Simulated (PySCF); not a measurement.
PySCF 2.14.0, HF/def2-svp, df: Se(OMe)(SH) (CO[Se]S), 8 atoms. The geometry is a generated start, not checked to be a minimum at this level.

- task: energy
- method: hf
- basis: def2-svp
- two-electron scheme: density fitting
- mol.max_memory: 3000 MB
- mf.max_cycle: 100
- mf.init_guess: minao (default)
- mf.DIIS: CDIIS (default)
- mf.diis_space: 8 (default)
- mf.conv_tol: 1e-09 (default)
- basis functions: 98

```xyz
8

Se     1.5240    -0.9325     0.2661
O     -0.1395    -1.0898    -0.4590
C     -1.1832    -0.2990     0.0537
H     -0.9849     0.7680    -0.0816
H     -2.0654    -0.5730    -0.5244
H     -1.3687    -0.5030     1.1113
S      2.2596     0.8754    -0.6684
H      1.9581     1.7540     0.3022
```

One run each on 2 threads, 1 BLAS thread. Values of level_shift (Hartree) tried: 0 (default), 0.1, 0.3, 1.

**Question.** How does the count of Fock builds change with level_shift (Hartree), and where is it least?

**Answer.** Fewest Fock builds, within one of each other: 0 (default) with 13, 0.1 with 14. The count rises to 25 at 1. All converge to one solution.

| level_shift (Hartree) | Fock builds | end |
|---|---|---|
| 0 (default) | 13 | same solution |
| 0.1 | 14 | same solution |
| 0.3 | 16 | same solution |
| 1 | 25 | same solution |
